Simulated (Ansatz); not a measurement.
**A computed series for MoSi2: response to strain**

Base system: MoSi$_{2}$ (space group I4/mmm, No. 139; a = 3.174 Å, c = 7.779 Å; relaxed with 0.1 eV smearing). Axes: x, y, z lie along a, b, c of the conventional cell.

Strains are applied to the cell and any free atomic positions relax.

Method: Kohn–Sham DFT with the LDA functional, run in Ansatz (a first-principles code) with PAW and 420 eV plane waves, no spin-orbit coupling.

Notes on the quantities. energy relative to the base: free energy F.

```tsv
uniaxial strain ε_xx (%)	energy relative to the base (meV/atom)
-3	16.4
-2.5	11.3
-2	7.2
-1.5	4.0
-1	?
-0.5	0.4
0	0.0
```

Task: Fit ΔE = Aε² + Bε³ (ε in %) to the rows shown and predict the withheld row.

Result: Least squares on the printed values gives A = 1.74 and B = -0.027 meV/atom (largest residual 0.0 meV/atom); this predicts 1.8 meV/atom, and the run gives 1.8 meV/atom, in agreement.

No phonon test of stability was made. All final runs are without spin polarisation.
